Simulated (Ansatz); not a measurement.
MgTe under a change: pressure −2 GPa

Base system: MgTe in the wurtzite structure (space group P6_3mc, No. 186; a = 4.509 Å, c = 7.338 Å).

Modification: hydrostatic tension (pressure −2 GPa).

Level of theory: Kohn–Sham DFT with the LDA functional, run in Ansatz (a first-principles code) with PAW and 420 eV plane waves, scalar-relativistic without spin-orbit coupling. Γ-centred 9×9×5 mesh, Fermi–Dirac width 0.05 eV.

The volume per atom grows by 1.96 Å³ to 34.26 Å³ and the density falls by 0.22 g/cm³, from 3.90 g/cm³ to 3.68 g/cm³. The lattice parameter a grows by 0.168 bohr (8.521 bohr → 8.689 bohr) and the c/a ratio stays essentially unchanged (1.627 against 1.628). The shortest interatomic distance goes up by 0.103 bohr, from 5.209 bohr to 5.312 bohr and the band gap decreases by 0.265 eV to 2.16 eV (an upper bound: an edge found on the path is not a true extremum; both cells).

Final structure:

```yaml
crystal:
  lattice:
    - [4.59802, 0.00000, 0.00000]
    - [-2.29901, 3.98200, 0.00000]
    - [0.00000, 0.00000, 7.48421]
  atoms:
    - { symbol: Mg, position: [0.33333, 0.66667, 0.99979] }
    - { symbol: Mg, position: [0.66667, 0.33333, 0.49979] }
    - { symbol: Te, position: [0.33333, 0.66667, 0.37621] }
    - { symbol: Te, position: [0.66667, 0.33333, 0.87621] }
```

Cost of the whole job for the changed cell (relaxation, final SCF and bands): roughly 50 core-seconds.

Spin-orbit coupling, missing from the scalar runs, can matter with Te. Load acts through the strain it causes; cell and atoms are relaxed under it. Whether these cells are dynamically stable was not tested.
